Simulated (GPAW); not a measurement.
**GPAW run on LaCu2 (P6/mmm, 3 atoms in the cell): self-consistent single point**

Method: LDA (Perdew-Wang 92), GPAW PAW datasets LDA (gpaw-data 1.0.1) (plane waves; GPAW).

This input was run:

```python
from ase import Atoms
from ase.units import GPa
from gpaw import GPAW, PW, FermiDirac

atoms = Atoms(['La', 'Cu', 'Cu'],
              cell=[[4.300290, 0.000000, 0.000000],
                    [-2.150145, 3.724160, 0.000000],
                    [0.000000, 0.000000, 3.850960]],
              scaled_positions=[[0.000000, 0.000000, 0.000000],
                                [0.333333, 0.666667, 0.500000],
                                [0.666667, 0.333333, 0.500000]],
              pbc=True)

calc = GPAW(mode=PW(850),
            xc='LDA',
            kpts=(9, 9, 9),
            occupations=FermiDirac(0.05),
            nbands=-7,
            convergence={'forces': 0.001},
            symmetry={'symmorphic': False, 'tolerance': 0.0005},
            maxiter=150,
            txt='-')

atoms.calc = calc

energy = atoms.get_potential_energy()
print('Energy (eV):', round(energy, 6))
forces = atoms.get_forces()
print('Forces (eV/Ang):')
print(forces.round(5))
stress = atoms.get_stress()
print('Stress (GPa, Voigt):', (stress / GPa).round(4))
```

Output (repeated stretches shortened):

```
Input parameters:
  convergence: {forces: 0.001}
  kpts: [9 9 9]
  maxiter: 150
  mode: {ecut: 850.0,
         name: pw}
  nbands: -7
  occupations: {fixmagmom: False,
                name: fermi-dirac,
                width: 0.05}
  symmetry: {symmorphic: False,
             tolerance: 0.0005}

species:
  La:
    name: Lanthanum
    Z: 57.0
    valence: 11
    core: 46
    charge: 0.0
    file: La.LDA.gz

    # Using partial waves for La as LCAO basis

  Cu:
    name: Copper
    Z: 29.0
    valence: 11
    core: 18
    charge: 0.0
    file: Cu.LDA.gz

    # Using partial waves for Cu as LCAO basis

Reference energy: -320840.817006  # eV

Spin-paired calculation

Convergence criteria:
 Maximum [total energy] change in last 3 cyles: 0.0005 eV / valence electron
 Maximum integral of absolute [dens]ity change: 0.0001 electrons / valence electron
 Maximum integral of absolute [eigenst]ate change: 4e-08 eV^2 / valence electron
 Maximum change in the atomic [forces] across last 2 cycles: 0.001 eV/Ang OR
Maximum error relative to the maximum force is below inf
 Maximum number of scf [iter]ations: 150

Symmetries present (total): 24
Symmetries with fractional translations: 0
729 k-points: 9 x 9 x 9 Monkhorst-Pack grid
60 k-points in the irreducible part of the Brillouin zone
       k-points in crystal coordinates                weights
   0:     0.00000000    0.00000000    0.00000000          1/729
   1:     0.00000000    0.00000000    0.11111111          2/729
   2:     0.00000000    0.00000000    0.22222222          2/729
   [... 7 lines left out ...]
          ...
  59:     0.44444444    0.44444444    0.44444444         12/729

Wave functions: Plane wave expansion
  Cutoff energy: 850.000 eV
  Number of coefficients (min, max): 3442, 3498
  Pulay-stress correction: 0.000000 eV/Ang^3 (de/decut=0.000000)

Occupation numbers: Fermi-Dirac:
  width: 0.0500  # eV

Eigensolver

Densities:
  Coarse grid: 30*30*27 grid
  Fine grid: 60*60*54 grid
  Total Charge: 0.000000

Density mixing:
  Method: separate
  Backend: pulay
  Linear mixing parameter: 0.05
  old densities: 5
  Damping of long wavelength oscillations: 50

Hamiltonian:
  XC and Coulomb potentials evaluated on a 60*60*54 grid
  External potential:
    NoExternalPotential

Number of atoms: 3
Number of atomic orbitals: 38
Number of bands in calculation: 23
Number of valence electrons: 33
Bands to converge: occupied

Density initialized from atomic densities
  23 bands from LCAO basis set

Atomic positions and initial magnetic moments

Positions:
   0 La     0.000000    0.000000    0.000000    ( 0.0000,  0.0000,  0.0000)
   1 Cu    -0.000002    2.482775    1.925480    ( 0.0000,  0.0000,  0.0000)
   2 Cu     2.150147    1.241385    1.925480    ( 0.0000,  0.0000,  0.0000)

Unit cell:
           periodic     x           y           z      points  spacing
  1. axis:    yes    4.300290    0.000000    0.000000    30     0.1241
  2. axis:    yes   -2.150145    3.724160    0.000000    30     0.1241
  3. axis:    yes    0.000000    0.000000    3.850960    27     0.1426

  Lengths:   4.300290   4.300290   3.850960
  Angles:   90.000000  90.000000 120.000003

Effective grid spacing dv^(1/3) = 0.1364

     iter     time        total  log10-change:
                         energy   eigst   dens  force
iter:   1 --:--:--   -18.776953
iter:   2 --:--:--   -16.355313   -0.45  -1.09
iter:   3 --:--:--   -15.402781   -0.26  -1.28
iter:   4 --:--:--   -15.537373   -0.13  -1.46
iter:   5 --:--:--   -15.548067   -0.76  -1.69
iter:   6 --:--:--   -15.282766   -1.09  -1.74
   [... 2 lines left out ...]
iter:   9 --:--:--   -15.451289   -1.38  -1.67
iter:  10 --:--:--   -15.252608   -0.78  -1.86
iter:  11 --:--:--   -15.282635   -1.52  -2.65
iter:  12 --:--:--   -15.249123   -1.88  -2.29
iter:  13 --:--:--   -15.249242   -3.00  -2.96
iter:  14 --:--:--   -15.250765c  -2.81  -2.97
iter:  15 --:--:--   -15.254099c  -2.30  -2.90
iter:  16 --:--:--   -15.250650c  -3.48  -2.69
iter:  17 --:--:--   -15.249611c  -3.88  -2.87
iter:  18 --:--:--   -15.249525c  -4.46  -3.03
iter:  19 --:--:--   -15.249032c  -3.92  -3.09
iter:  20 --:--:--   -15.248946c  -3.76  -3.35
iter:  21 --:--:--   -15.248970c  -4.19  -3.56
iter:  22 --:--:--   -15.249248c  -3.88  -3.57
iter:  23 --:--:--   -15.248971c  -4.30  -3.30
iter:  24 --:--:--   -15.248957c  -5.00  -3.67
iter:  25 --:--:--   -15.248925c  -4.81  -3.79
iter:  26 --:--:--   -15.248926c  -5.05  -4.15c
iter:  27 --:--:--   -15.248926c  -5.82  -4.13c
iter:  28 --:--:--   -15.248926c  -6.14  -4.27c
iter:  29 --:--:--   -15.248933c  -5.38  -4.27c
iter:  30 --:--:--   -15.248926c  -6.12  -4.21c
iter:  31 --:--:--   -15.248926c  -5.93  -4.57c
iter:  32 --:--:--   -15.248927c  -6.58  -4.50c
iter:  33 --:--:--   -15.248928c  -7.09  -4.96c
iter:  34 --:--:--   -15.248928c  -7.44c -4.94c
iter:  35 --:--:--   -15.248927c  -7.43c -4.94c -18.76c

Converged after 35 iterations.

Dipole moment: (-0.000000, 0.000000, 0.000000) |e|*Ang

Energy contributions relative to reference atoms: (reference = -320840.817006)

Kinetic:        -21.259828
Potential:      +17.064082
External:        +0.000000
XC:             -10.737363
Entropy (-ST):   -0.016997
Local:           -0.307320
SIC:             +0.000000
--------------------------
Free energy:    -15.257426
Extrapolated:   -15.248927

Showing only first 2 kpts
 Kpt  Band  Eigenvalues  Occupancy
  0    14      5.84363    2.00000
  0    15      8.83948    0.01803
  0    16      8.83949    0.01802
  0    17      9.09613    0.00011

  1    14      5.87605    2.00000
  1    15      8.97271    0.00127
  1    16      8.97273    0.00127
  1    17      9.10016    0.00010

Fermi level: 8.60448

No gap
No difference between direct/indirect transitions
Energy (eV): -15.248927

Forces in eV/Ang:
  0 La    0.00000    0.00000    0.00000
  1 Cu    0.00000    0.00000    0.00000
  2 Cu    0.00000    0.00000    0.00000

Stress tensor:
     0.034138     0.000000     0.000000
     0.000000     0.034138     0.000000
     0.000000     0.000000     0.029233
Stress (GPa, Voigt): [5.4694 5.4694 4.6836 0.     0.     0.    ]
```

The run converged in 35 iterations. GPAW prints stress with tension positive.

The starting cell comes from a database of computed structures (which also holds hypothetical and non-ambient phases and stackings), without a prior relaxation at this level. Spin polarisation is off. With a pressure of about -5 GPa the cell is away from its equilibrium volume at this level.

Cost on one core of a shared machine: roughly 6 min.
